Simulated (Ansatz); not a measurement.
The parent structure is KTaO₃ in the cubic perovskite structure (space group Pm-3m, No. 221; a = 3.952 Å). Axes: x, y, z lie along the cube axes.

Now apply this change: compressive biaxial strain of 2.00 % in the plane normal to [111], as in epitaxy on a mismatched substrate; the out-of-plane cell vector and the atoms relax.

Level of theory: Kohn–Sham DFT with the LDA functional, run in Ansatz (an electronic-structure program) with PAW and 420 eV plane waves, scalar-relativistic without spin-orbit coupling.

Give the band edges at the high-symmetry points of the new zone, measured from its valence-band maximum.


```
point  valence edge (eV)  conduction edge (eV)
-----  -----------------  --------------------
Γ                  -0.53                  2.10
T                   0.00                  6.81
H₂                  0.00                  6.79
H₀                  0.00                  6.79
L                  -0.75                  2.34
S₀                 -0.06                  5.25
S₂                 -0.06                  5.25
F                  -0.06                  5.26
```

The gap is 2.10 eV, indirect, T → Γ.

With Ta present, leaving out spin-orbit coupling can change the band edges. Stability against distortions was not tested. Labels are those of the standard path for the cell's own space group.
